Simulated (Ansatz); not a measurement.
## A computed series for TiC: response to strain

The reference is TiC in the rock salt structure (space group Fm-3m, No. 225).

```xyz
2
Lattice="0.0000 2.1639 2.1639 2.1639 0.0000 2.1639 2.1639 2.1639 0.0000" Properties=species:S:1:pos:R:3 pbc="T T T"
C      0.0000     0.0000     0.0000
Ti     2.1639     2.1639     2.1639
```

Cartesian axes are those of the cell as printed.

Strains are applied to the cell and any free atomic positions relax; under biaxial strain the out-of-plane vector relaxes too.

The values are results of plane-wave PAW DFT at the r2SCAN level (Ansatz, a quantum-chemistry and plane-wave program, 500 eV), no spin-orbit coupling, not measurements.

Notes on the quantities. pressure: mean of the normal stresses, compression positive.

| case | shortest interatomic distance | pressure |
|---|---|---|
| base | 2.164 Å | 0.0 GPa |
| biaxial strain −1.24 %, plane normal [001], relaxed out of plane | 2.137 Å | 5.3 GPa |
| biaxial strain −0.84 %, plane normal [001], relaxed out of plane | 2.146 Å | 3.5 GPa |
| biaxial strain +0.84 %, plane normal [001], relaxed out of plane | 2.155 Å | -3.2 GPa |
| biaxial strain −2.13 %, plane normal [111], relaxed out of plane | 2.142 Å | 8.8 GPa |
| isotropic strain −2.38 % | 2.112 Å | 21.9 GPa |
| isotropic strain +5.97 % | 2.293 Å | -32.2 GPa |
| uniaxial strain ε_yy = −3.76 % | 2.083 Å | 11.6 GPa |
| uniaxial strain ε_zz = −2.15 % | 2.117 Å | 6.2 GPa |
| uniaxial strain ε_zz = +4.70 % | 2.164 Å | -10.1 GPa |

Without a gap, meshes like the base's 18×18×18 leave anisotropic stresses uncertain by several tenths of a GPa, and small strain energies with them. Whether these cells are dynamically stable was not tested. All final runs are without spin polarisation.
